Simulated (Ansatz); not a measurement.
The starting structures come from a database of crystals and need not be the phases stable at ambient conditions.

By PBEsol, the system below comes out a metal.

Input:

```xyz
2
Lattice="3.6586 0.0000 0.0000 -1.8293 3.1684 0.0000 1.8293 1.0561 1.4936" Properties=species:S:1:pos:R:3 pbc="T T T"
Be     0.0000     0.0000     0.0000
Ni     0.0000     2.1123     0.7468
```

The cell is taken as given; by PBEsol it stands under a pressure of -0.8 GPa.

The current flows along the normal of the first two printed cell vectors, the (111) plane of the conventional cell. No spin-orbit coupling; the value is a mean over 0.1 eV about the Fermi level.

Question: State the ballistic conductance per area according to PBEsol (Ansatz, an electronic-structure program).

Answer: 1.1 × 10¹⁵ S/m² for both spins.
